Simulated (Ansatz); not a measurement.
## Short convergence ladders for YSi₂ (P1, 6 atoms in the cell)

```
YSi2
1.0
    2.79853    -2.79733     0.00000
    2.79853     2.79733     0.00000
   -2.69519     0.00000     7.29223
Y Si
2 4
Cartesian
  0.77714  -0.70235   5.51917
  2.12474   0.70235   1.82306
  0.75806   2.09358   4.26690
  2.14382  -2.09358   3.02533
  0.79622   2.09358   6.67144
  2.10566  -2.09358   0.62079
```

Base method: LDA (PW92), default PAW files made with PBE (plane waves; Ansatz, a first-principles code).

Base settings: basis.ecutwfc = 30.9 Ry; kpoints.mp_grid.grid = 6 6 2; hamiltonian.xc = lda; hamiltonian.pseudopotentials = {kind: paw} (the program's default PAW files); scf.occupations.method = gaussian; scf.occupations.width = 0.0073 Ry.

The count of work is k-points × plane waves × bands × iterations; it is no time. Core times come from one kind of shared machine, to one figure; runs under 30 s give none.

**The cutoff for other potential files**

Level: DFT, LDA (PW92), plane waves, harder PAW files (source: ansatz) made with PBE.

In this ladder: hamiltonian.pseudopotentials = {kind: paw, source: ansatz}.

The second cell is the first with its lattice scaled by 0.98.

The mesh stays at the base's, so the ladder's end is converged at best in this setting alone.

The first pressure column holds Ansatz's estimate of the finite-basis (Pulay) stress, which hides part of the cutoff error; the other is without it.

Only quantities that move along the ladder and can be compared are tabulated.

| basis.ecutwfc | free energy less the last step's (meV/atom) | energy of the compressed cell less the first (meV/atom) | pressure (GPa) | pressure without the Pulay estimate (GPa) | largest difference of a force vector from the last step's (eV/Å) | count of work / last |
|---|---|---|---|---|---|---|
| 15.1 Ry | 617.12 | -6.54 | -3.20 | -24.91 | 0.025 | 0.11 |
| 18.7 Ry | 143.47 | -8.36 | -3.81 | -9.76 | 0.004 | 0.15 |
| 23.5 Ry | 19.97 | -6.20 | -3.59 | -4.67 | 0.001 | 0.20 |
| 28.7 Ry | 2.74 | -7.06 | -3.70 | -3.85 | 0.001 | 0.28 |
| 33.8 Ry | 0.66 | -7.30 | -3.72 | -3.75 | 0.000 | 0.35 |
| 40.4 Ry | 0.17 | -7.31 | -3.73 | -3.73 | 0.000 | 0.46 |
| 50.7 Ry | 0.06 | -7.32 | -3.73 | -3.73 | 0.000 | 0.65 |
| 67.6 Ry | 0.00 | -7.32 | -3.73 | -3.73 | 0.000 | 1.0 |

Coarsest basis.ecutwfc that holds the energy of the compressed cell less the first within 0.5 meV/atom of the last step, with all finer ones: 28.7 Ry, at 0.28 of the last step's count of work; the step before is off by 1.1 meV/atom.

Coarsest basis.ecutwfc that holds the forces within 0.005 eV/Å of the last step, with all finer ones: 18.7 Ry, at 0.15 of the last step's count of work; the step before is off by 0.025 eV/Å.

Coarsest basis.ecutwfc that holds the free energy within 1 meV/atom of the last step, with all finer ones: 33.8 Ry, at 0.35 of the last step's count of work; the step before is off by 2.7 meV/atom.

The energy difference between the two cells stays within 1 meV/atom of the last step's from 28.7 Ry on, the total only from 33.8 Ry on: much of the error is common to both cells and cancels.

At the lowest cutoff the pressure without the Pulay estimate lies 21.2 GPa under the last step's, the usual sign of Pulay stress in an incomplete plane-wave basis.

**The relaxed cell against the cutoff**

On YSi2 (C2/c, 6 atoms in the cell): atoms on their sites.

In this ladder: relax = cell and atoms.

The mesh stays at the base's, so the ladder's end is converged at best in this setting alone.

Only quantities that move along the ladder and can be compared are tabulated.

| basis.ecutwfc | relaxed volume (Å³/atom) | relaxation steps | core time / last (rough) |
|---|---|---|---|
| 15.4 Ry | 18.514 | 15 | – |
| 18.4 Ry | 18.301 | 12 | – |
| 21.7 Ry | 18.277 | 10 | – |
| 26.1 Ry | 18.264 | 10 | – |
| 30.9 Ry | 18.270 | 8 | 0.4 |
| 37.1 Ry | 18.269 | 8 | 0.5 |
| 46.3 Ry | 18.268 | 8 | 0.6 |
| 61.7 Ry | 18.268 | 8 | 1 |

Coarsest basis.ecutwfc that holds the relaxed volume within 0.091 Å³/atom of the last step, with all finer ones: 18.4 Ry; the step before is off by 0.25 Å³/atom.

At the lowest cutoff the cell relaxes to a volume 1.3 % larger than at the highest. Ansatz relaxes on a stress corrected for the finite basis.

On the base run: the starting cell comes from a database of computed structures (which also holds hypothetical and non-ambient phases and stackings), without a prior relaxation at this level. Its lattice was rescaled by up to half a per cent. One atom was moved a little off its site on purpose. Without a gap this mesh is coarse (it stands for a supercell whose shortest vector is 16 Å).

Keys are those of Ansatz 0.2.
